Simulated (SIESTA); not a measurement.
Worked example: self-consistent single point of RuAl (P1, 2 atoms in the cell) in SIESTA.

Method of the run: GGA PBE, numerical atomic orbitals DZP, PseudoDojo PBE standard norm-conserving potentials (rewritten from UPF to PSML) (SIESTA).

The change in words: lattice scaled by 0.98. Reference geometry:
```xyz
2
Lattice="2.9900 0.0000 0.0000 0.0000 2.9900 0.0000 0.0000 0.0000 2.9900" Properties=species:S:1:pos:R:3 pbc="T T T"
Al     1.4876     1.4713     1.4788
Ru     0.0074     0.0237     0.0162
```

Reference input (self-consistent single point, DFT, GGA PBE, numerical atomic orbitals DZP, PseudoDojo PBE standard norm-conserving potentials (rewritten from UPF to PSML)): XC.functional = GGA; XC.authors = PBE; potentials = PseudoDojo PBE standard; PAO.BasisSize = DZP; PAO.EnergyShift = 0.005 Ry; MeshCutoff = 300 Ry; kgrid.MonkhorstPack = 7 7 7; OccupationFunction = MP; OccupationMPOrder = 0; ElectronicTemperature = 50 meV; MaxSCFIterations = 150; SCF.Mixer.Method = Pulay. This run's input differs from it in these lines:

```diff
@@ -12,5 +12,5 @@
 %block LatticeVectors
-     2.990000000    0.000000000    0.000000000
-     0.000000000    2.990000000    0.000000000
-     0.000000000    0.000000000    2.990000000
+     2.930200000    0.000000000    0.000000000
+     0.000000000    2.930200000    0.000000000
+     0.000000000    0.000000000    2.930200000
 %endblock LatticeVectors
@@ -18,4 +18,4 @@
 %block AtomicCoordinatesAndAtomicSpecies
-     2.811235214    2.780260373    2.794538634  1
-     0.013905342    0.044880183    0.030601923  2
+     2.755010510    2.724655166    2.738647861  1
+     0.013627235    0.043982579    0.029989884  2
 %endblock AtomicCoordinatesAndAtomicSpecies
```

Output (repeated stretches shortened):

```
        iscf     Eharris(eV)        E_KS(eV)     FreeEng(eV)     dDmax    Ef(eV) dHmax(eV)
   scf:    1    -2782.337257    -2809.709383    -2809.710896  1.387000 -4.695751 11.641828
   scf:    2    -2816.334910    -2813.791387    -2813.795706  0.166227 -5.993099  3.770112
   scf:    3    -2814.250236    -2814.246184    -2814.249724  0.101217 -6.481517  0.347976
   scf:    4    -2814.115823    -2814.216667    -2814.220126  0.038313 -6.291505  1.159786
   scf:    5    -2814.280989    -2814.258077    -2814.261747  0.030295 -6.401117  0.273618
   scf:    6    -2814.261236    -2814.260588    -2814.264354  0.006742 -6.437114  0.007563
   scf:    7    -2814.260387    -2814.260515    -2814.264267  0.000981 -6.432425  0.050402
   scf:    8    -2814.260621    -2814.260593    -2814.264355  0.001050 -6.439171  0.005996
   scf:    9    -2814.260591    -2814.260593    -2814.264356  0.000188 -6.440205  0.001687
   scf:   10    -2814.260593    -2814.260593    -2814.264357  0.000040 -6.440031  0.000562
SCF Convergence by DM+H criterion
max |DM_out - DM_in|         :     0.0000397166
max |H_out - H_in|      (eV) :     0.0005621004
SCF cycle converged after 10 iterations

Using DM_out to compute the final energy and forces

siesta: E_KS(eV) =            -2814.2606

siesta: E_KS - E_eggbox =     -2814.2606

siesta: Atomic forces (eV/Ang):
     1    0.155029    0.494951    0.336009
     2   -0.153303   -0.493891   -0.333497
   Tot    0.001726    0.001060    0.002513
   Max    0.494951
   Res    0.356034    sqrt( Sum f_i^2 / 3N )
   Max    0.494951    constrained

Stress tensor Voigt[x,y,z,yz,xz,xy] (kbar):     -193.32     -193.33     -193.60       -3.09       -1.11       -1.40
(Free)E + p*V (eV/cell)    -2811.2272
Target enthalpy (eV/cell)    -2814.2644

siesta: Program's energy decomposition (eV):
siesta: FreeEng =     -2814.264357

   [... lines left out ...]
siesta: Cell volume =         25.158908 Ang**3
siesta:         193.41480216        163.59393358  kBar
   [... lines left out ...]
               4dz2    4dxz    4dx2-y2
   2 16.190   1.884  -0.035   0.382   1.954   1.954   1.954   0.274   0.274
              0.275   1.641   1.641   1.400   1.640   1.400  -0.073  -0.074

             -0.115  -0.072  -0.115

mulliken: Qtot =       19.000

Mulliken Atomic Populations:
Atom #   charge [q] valence [e]  Species
     1     0.190038    2.809962  Al
     2    -0.190038   16.190038  Ru
 Total    -0.000000
```

The run converged in 10 iterations. Against the reference run the free energy rises by 55.5 meV/atom, the pressure goes from 3.95 to 19.34 GPa and the largest force goes from 0.523 to 0.618 eV/Å.

The starting cell has typed, rounded lattice constants, without a prior relaxation at this level. Its atoms were displaced at random from the sites of space group no. 221. For this run, on top of that: lattice scaled by 0.98. Spin polarisation is off. Values carry the incompleteness of an atom-centred basis. With a pressure of about 19 GPa the cell is away from its equilibrium volume at this level.

Cost on one core of a shared machine: roughly 60 s.
